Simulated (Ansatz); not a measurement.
## rock-salt TiN (1 1 0) on polar orthorhombic HfO2 (1 1 0) (film strained to the substrate, started from cuts of the bulks and a machine-learned relaxation; slabs Hf12O26 and N18Ti18, which can lie off the formulas)

A periodic stack without vacuum, rock-salt TiN (1 1 0) on polar orthorhombic HfO2 (1 1 0) (film strained to the substrate, started from cuts of the bulks and a machine-learned relaxation; slabs Hf12O26 and N18Ti18, which can lie off the formulas): substrate slab Hf12O26, film N18Ti18, surface cells [[0, 1], [-1, 0]] and [[-1, 2], [-1, -1]], film strained by -1.9 and -0.4 %, outermost planes O/O and NTi/NTi as cut, which need not be the usual terminations and can put a slab off its formula.

The start was prepared with a machine-learned potential, and the result is one local minimum, with the in-plane cell held and forces under 0.04 eV/Å; the film can end far from its bulk form.

Level of theory: PBE (plane waves to 420 eV, PAW; Ansatz, an electronic-structure program). Scalar-relativistic, without spin–orbit coupling; the runs are not spin-polarised; PBE gaps are too small against experiment. Its k-point mesh 4×5×1, Fermi–Dirac width 0.05 eV.

```
Quantity                                                                                    Value
--------------------------------------------------------------------------------  ---------------
interface area                                                                            37.4 Å²
period                                                                                    22.53 Å
heights between the nearest atoms of the two slabs at the two interfaces          1.36 and 1.20 Å
Hf–Ti contacts across the interfaces within 1.22 times the sum of covalent radii  12, mean 3.56 Å
O–Ti contacts across the interfaces within 1.22 times the sum of covalent radii   10, mean 2.09 Å
Hf–N contacts across the interfaces within 1.22 times the sum of covalent radii    1, mean 2.20 Å
```

```
CELL_PARAMETERS angstrom
      7.32648     0.00032    -0.21426
     -0.00028     5.10122    -0.00328
     -0.66007    -0.01580    22.56140
ATOMIC_POSITIONS crystal
  Hf 0.77709 0.35581 0.06065
  Hf 0.54850 0.72850 0.16958
  Hf 0.01859 0.84465 0.13377
  Hf 0.32282 0.26114 0.09086
  O  0.30301 0.89590 0.12584
  O  0.88377 0.71962 0.04355
  O  0.54518 0.51064 0.09650
  O  0.53702 0.11897 0.03049
  O  0.84570 0.54623 0.16070
  O  0.72996 0.03360 0.15360
  O  0.02113 0.19050 0.09226
  O  0.21702 0.45983 0.02292
  Hf 0.27653 0.26239 0.25180
  Hf 0.00717 0.75199 0.33677
  Hf 0.54418 0.77686 0.32040
  Hf 0.82062 0.25520 0.22838
  O  0.80050 0.97932 0.29716
  O  0.29343 0.44477 0.17304
  O  0.02872 0.46701 0.27458
  O  0.06236 0.03073 0.21426
  O  0.36295 0.46880 0.32850
  O  0.24213 0.98517 0.33056
  O  0.46539 0.97137 0.24216
  O  0.59979 0.49646 0.24432
  Hf 0.75704 0.29419 0.42678
  Hf 0.55149 0.78309 0.49456
  Hf 0.01974 0.82988 0.48737
  Hf 0.28379 0.23765 0.40462
  O  0.30399 0.97199 0.47381
  O  0.76220 0.56067 0.35913
  O  0.49431 0.46329 0.44409
  O  0.56146 0.01282 0.39585
  O  0.81704 0.55939 0.49187
  O  0.77256 0.04205 0.50132
  O  0.98970 0.05907 0.41042
  O  0.10244 0.55517 0.41707
  O  0.46910 0.62787 0.56846
  O  0.10775 0.91940 0.57009
  N  0.46665 0.11032 0.63667
  N  0.79833 0.77334 0.63729
  N  0.13027 0.43399 0.63758
  N  0.14212 0.93767 0.69787
  N  0.47677 0.60882 0.69791
  N  0.80897 0.27341 0.69642
  N  0.15463 0.44007 0.76678
  N  0.48906 0.10786 0.76652
  N  0.82247 0.77330 0.76679
  N  0.83472 0.27364 0.83350
  N  0.16610 0.94139 0.83254
  N  0.50083 0.60822 0.83199
  N  0.84648 0.77528 0.90300
  N  0.17679 0.44479 0.90024
  N  0.51544 0.10412 0.89974
  N  0.52801 0.60613 0.96165
  N  0.85262 0.27255 0.96965
  N  0.19058 0.94617 0.96183
  Ti 0.30829 0.27457 0.69580
  Ti 0.64389 0.94755 0.69626
  Ti 0.97512 0.59686 0.69526
  Ti 0.29988 0.77870 0.63045
  Ti 0.61873 0.45732 0.63586
  Ti 0.97710 0.08375 0.63485
  Ti 0.00077 0.60987 0.83473
  Ti 0.33513 0.27195 0.83423
  Ti 0.66818 0.93960 0.83484
  Ti 0.98721 0.10900 0.76575
  Ti 0.32172 0.77291 0.76315
  Ti 0.65599 0.43954 0.76561
  Ti 0.67503 0.92950 0.96558
  Ti 0.03780 0.61914 0.96817
  Ti 0.36097 0.27925 0.96108
  Ti 0.68208 0.43990 0.90123
  Ti 0.00950 0.11169 0.90455
  Ti 0.34541 0.77548 0.90041
```
